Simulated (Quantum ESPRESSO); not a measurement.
Worked example: self-consistent single point of Mo2N (I4_1/amd, 6 atoms in the cell) in Quantum ESPRESSO.

Method of the run: LDA (PZ), GBRV 1.5 ultrasoft (LDA) pseudopotentials (plane waves; Quantum ESPRESSO).

The change in words: lattice scaled by 0.98. Reference geometry:
```
Mo2N
1.0
   -2.14864     2.14864     4.01405
    2.14864    -2.14864     4.01405
    2.14864     2.14864    -4.01405
Mo N
4 2
Direct
  0.98696   0.48696   0.50000
  0.23696   0.23696   0.00000
  0.76304   0.76304   0.00000
  0.51304   0.01304   0.50000
  0.25000   0.75000   0.50000
  0.50000   0.50000   0.00000
```

Reference input (self-consistent single point, DFT, LDA (PZ), plane waves, GBRV 1.5 ultrasoft (LDA) pseudopotentials): ecutwfc = 40 Ry; ecutrho = 320 Ry; occupations = smearing; smearing = fd; degauss = 0.0073499 Ry; potentials = {Mo: mo_lda_v1.uspp.F.UPF, N: n_lda_v1.2.uspp.F.UPF}; K_POINTS = automatic 7 7 7 0 0 0; conv_thr = 1e-11 Ry; mixing_beta = 0.7. This run's input differs from it in these lines:

```diff
@@ -26,8 +26,8 @@
 ATOMIC_POSITIONS {alat}
-Mo    0.00000000    0.42678549    0.77651924
-Mo    0.00000000    0.00000000    0.37786266
-Mo    0.00000000    0.00000000    1.21676369
-Mo    0.00000000    0.42678549    0.02079393
-N     0.42678549    0.00000000    0.39865659
-N     0.00000000    0.00000000    0.79731317
+Mo    0.00000000    0.42678546    0.77651927
+Mo    0.00000000    0.00000000    0.37786267
+Mo    0.00000000    0.00000000    1.21676373
+Mo    0.00000000    0.42678546    0.02079393
+N     0.42678546    0.00000000    0.39865660
+N     0.00000000    0.00000000    0.79731320
 K_POINTS {automatic}
@@ -35,5 +35,5 @@
 CELL_PARAMETERS {angstrom}
-  -2.14863700     2.14863700     4.01404600
-   2.14863700    -2.14863700     4.01404600
-   2.14863700     2.14863700    -4.01404600
+  -2.10566400     2.10566400     3.93376500
+   2.10566400    -2.10566400     3.93376500
+   2.10566400     2.10566400    -3.93376500
```

Output (repeated stretches shortened):

```
     Self-consistent Calculation

     iteration #  1     ecut=    40.00 Ry     beta= 0.70

     negative rho (up, down):  8.665E-05 0.000E+00

     total energy              =    -598.04941562 Ry
     estimated scf accuracy    <       0.84227676 Ry

     iteration #  2     ecut=    40.00 Ry     beta= 0.70

     total energy              =    -598.00214446 Ry
     estimated scf accuracy    <       2.70918383 Ry

     iteration #  3     ecut=    40.00 Ry     beta= 0.70

     total energy              =    -598.50112010 Ry
     estimated scf accuracy    <       0.01609814 Ry

   [... 7 blocks of this kind left out ...]

     iteration # 11     ecut=    40.00 Ry     beta= 0.70

     negative rho (up, down):  2.012E-05 0.000E+00

     total energy              =    -598.50494487 Ry
     estimated scf accuracy    <          2.8E-10 Ry

     iteration # 12     ecut=    40.00 Ry     beta= 0.70

     negative rho (up, down):  2.012E-05 0.000E+00
     End of self-consistent calculation

     the Fermi energy is    21.7366 ev

!    total energy              =    -598.50494487 Ry
     estimated scf accuracy    <          1.9E-13 Ry
     smearing contrib. (-TS)   =      -0.00963985 Ry
     internal energy E=F+TS    =    -598.49530502 Ry

     convergence has been achieved in  12 iterations

     negative rho (up, down):  2.012E-05 0.000E+00

     Forces acting on atoms (cartesian axes, Ry/au):

     atom    1 type  1   force =     0.00000000    0.00000000    0.00563747
     atom    2 type  1   force =     0.00000000    0.00000000    0.00563747
     atom    3 type  1   force =     0.00000000    0.00000000   -0.00563747
     atom    4 type  1   force =     0.00000000    0.00000000   -0.00563747
     atom    5 type  2   force =     0.00000000   -0.00000000    0.00000000
   [... lines left out ...]
     Total force =     0.011275     Total SCF correction =     0.000000
   [... lines left out ...]

     negative rho (up, down):  2.012E-05 0.000E+00
          total   stress  (Ry/bohr**3)                   (kbar)     P=      -24.77
  -0.00017822   0.00000000  -0.00000000          -26.22        0.00       -0.00
  -0.00000000  -0.00017822  -0.00000000           -0.00      -26.22       -0.00
  -0.00000000   0.00000000  -0.00014879           -0.00        0.00      -21.89

   JOB DONE.
```

The run converged in 12 iterations. Against the reference run the free energy drops by 53.5 meV/atom, the pressure goes from -20.55 to -2.48 GPa and the largest force goes from 0.412 to 0.145 eV/Å.

The starting cell comes from a database of computed structures (which also holds hypothetical and non-ambient phases and stackings), without a prior relaxation at this level. Its lattice was rescaled by a random factor within 2.5 % of one. For this run, on top of that: lattice scaled by 0.98. Spin polarisation is off.

Cost on one core of a shared machine: roughly 50 s.
